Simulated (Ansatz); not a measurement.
MoPt₂ (Immm, No. 71) was calculated with PBEsol in Ansatz (plane waves, PAW).

Run with plane-wave cutoff 520 eV, 24×24×24 k mesh, Fermi–Dirac smearing 0.05 eV, no spin polarisation, scalar-relativistic PAW data made under PBE.

Equation-of-state points:

```csv
V (Å³/atom),E − E_lowest (meV/atom),P (GPa)
14.272,24.54,13.77
14.570,5.89,6.48
14.867,0.00,0.00
15.164,5.43,-5.74
15.462,20.90,-10.83
```

### Question
What bulk modulus B0 and pressure derivative B′ does a third-order Birch–Murnaghan fit give?

### Answer
V0 = 14.867 Å³/atom, B0 = 305 GPa, B′ = 5.0 (fit to the energies at full precision).

Shape and atoms are relaxed at each volume.

Note: the relaxation could not lower the start's symmetry, so the cell can be a saddle point above a distorted one; the bulk modulus comes from volumes at which shape and atoms were relaxed.

Spin–orbit coupling is not included.

Static lattice: no zero-point or thermal effects.

Ansatz is an electronic-structure program.
